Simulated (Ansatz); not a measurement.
hcp Hf (1 0 0) on rutile SnO2 (1 0 0) (film strained to the substrate, started from cuts of the bulks and a machine-learned relaxation; slabs Sn6O10 and Hf8, which can lie off the formulas)

A periodic stack without vacuum, hcp Hf (1 0 0) on rutile SnO2 (1 0 0) (film strained to the substrate, started from cuts of the bulks and a machine-learned relaxation; slabs Sn6O10 and Hf8, which can lie off the formulas): substrate slab Sn6O10, film Hf8, surface cells [[0, -1], [1, -1]] and [[1, 0], [1, 1]], film strained by -4.7 and +1.0 %, outermost planes Sn/Sn and Hf/Hf as cut, which need not be the usual terminations and can put a slab off its formula.

The start was prepared with a machine-learned potential, and the result is one local minimum, with the in-plane cell held and forces under 0.04 eV/Å; the film can end far from its bulk form.

The numbers are results of PBE (plane waves to 420 eV, PAW; Ansatz, a first-principles code), not measurements. Spin–orbit coupling is left out; the runs are not spin-polarised. Its k-point mesh 12×7×1, Fermi–Dirac width 0.05 eV.

| Quantity | Result |
|---|---|
| interface area | 15.6 Å² |
| period | 25.53 Å |
| heights between the nearest atoms of the two slabs at the two interfaces | 0.92 and 0.92 Å |
| Hf–Sn contacts across the interfaces within 1.22 times the sum of covalent radii | 10, mean 3.01 Å |
| Hf–O contacts across the interfaces within 1.22 times the sum of covalent radii | 2, mean 1.92 Å |
| estimate of the barrier | withheld, since the Fermi level falls at or inside a band of the host, which a slab this thin can't settle |

```
CELL_PARAMETERS angstrom
      3.23816    -0.00100     0.04514
      3.23818     4.82649     0.11835
     -0.48329    -0.38359    25.51992
ATOMIC_POSITIONS crystal
  Sn 0.90523 0.14338 0.12432
  Sn 0.13742 0.40890 0.01199
  O  0.17544 0.37234 0.09199
  O  0.09860 0.94880 0.05056
  Sn 0.91182 0.14174 0.31367
  Sn 0.90930 0.64180 0.21882
  O  0.61436 0.43571 0.18460
  O  0.61794 0.93160 0.15652
  O  0.20458 0.34801 0.27953
  O  0.20410 0.84801 0.25296
  Sn 0.14983 0.90888 0.52049
  Sn 0.91289 0.64323 0.40816
  O  0.62363 0.43148 0.37597
  O  0.61897 0.93559 0.34788
  O  0.10889 0.44857 0.48193
  O  0.18485 0.87219 0.44050
  Hf 0.19533 0.85697 0.63206
  Hf 0.15961 0.39895 0.55665
  Hf 0.68087 0.87168 0.74532
  Hf 0.18420 0.36825 0.67736
  Hf 0.18634 0.86821 0.85513
  Hf 0.68273 0.37168 0.78715
  Hf 0.14786 0.89897 0.97585
  Hf 0.19752 0.35688 0.90041
```
